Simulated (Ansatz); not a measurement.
Base system: SnS$_{2}$ in the CdI2 type structure (space group P-3m1, No. 164; layered, stacked along the Cartesian z axis).

Space group P-3m1 (No. 164); a = 3.6260 Å, b = 3.6260 Å, c = 5.5735 Å, α = 90.00°, β = 90.00°, γ = 120.00°

```tsv
atom	site	symmetry	x	y	z
Sn	1a	-3m.	0.0000	0.0000	0.0000
S	2d	3m.	0.3333	0.6667	0.2644
```

All numbers come from DFT with PBEsol-D3(BJ), PAW potentials and a 420 eV plane-wave cutoff in Ansatz (a quantum-chemistry and plane-wave program), spin-orbit coupling left out, earlier PAW set.

One change was made to it. Results:

The c/a ratio shrinks by 0.0896 to 1.448; the density grows by 0.604 g/cm³, from 4.78 g/cm³ to 5.39 g/cm³; the shortest interatomic distance drops by 0.036 Å, from 2.560 Å to 2.524 Å.

Task: Which of these changes matches the shifts?
A) pressure −2 GPa
B) pressure 7.5 GPa
C) pressure 0.3 GPa

Result: B, pressure 7.5 GPa. For comparison, the c/a ratio in the other runs: pressure −2 GPa gives 1.641; pressure 0.3 GPa gives 1.530.

Load acts through the strain it causes; cell and atoms are relaxed under it. Stability against distortions was not tested. Competing high-pressure phases were not computed.
